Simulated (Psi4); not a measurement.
Psi4 1.11, unrestricted PBE/def2-svp: Fe(Cl)(k2OAc)(NH3)2 (CC1[O][Fe](<-[NH3])(<-[NH3])([Cl])<-[O]=1), charge 0, multiplicity 5, 17 atoms. The geometry is a generated start, not checked to be a minimum at this level.

```
Item                                                 Value
--------------------------  ------------------------------
task                                                energy
method                                                 pbe
basis                                             def2-svp
memory                                                3 GB
maxiter                                                100
keys of the molecule block                     symmetry c1
scf_type                                      df (default)
guess                       auto, which took SAD (default)
scf_initial_accelerator                    adiis (default)
e_convergence                              1e-06 (default)
d_convergence                              1e-06 (default)
dft_radial_points                             75 (default)
dft_spherical_points                         302 (default)
basis functions                                        178
grid points                                         363117
```

```xyz
17

Fe    -0.6919     0.8440    -0.6326
Cl    -1.6573     2.6708    -0.9535
C      1.4876    -0.1745     2.7908
C      0.7024     0.1778     1.5446
O     -0.5271    -0.0763     1.4911
O      1.2910     0.6991     0.5636
H      2.4926     0.2310     2.7218
H      0.9791     0.2212     3.6658
H      1.5339    -1.2574     2.8856
N     -2.2415    -1.0062    -0.9117
H     -3.1095    -0.7700    -1.3771
H     -2.4349    -1.1235     0.0794
H     -1.9179    -1.8963    -1.2690
N      0.8090     0.3751    -2.4869
H      0.7513     1.0944    -3.1981
H      0.8622    -0.5248    -2.9462
H      1.6709     0.5158    -1.9678
```

Charge 0 and multiplicity 5 are set for this test and not shown to be the ground state.

One run each on 2 threads. Values of diis_max_vecs tried: 3, 6, 10 (default), 20.

Q: Which value of diis_max_vecs needs the fewest SCF iterations, and what happens away from it?

A: Fewest SCF iterations, within one of each other: 6 with 31, 10 (default) with 31. The count rises to 35 at 20. The run ends without SCF convergence in 100 iterations at 3.

```
diis_max_vecs  SCF iterations             end
-------------  --------------  --------------
3                         100  no convergence
6                          31   same solution
10 (default)               31   same solution
20                         35   same solution
```
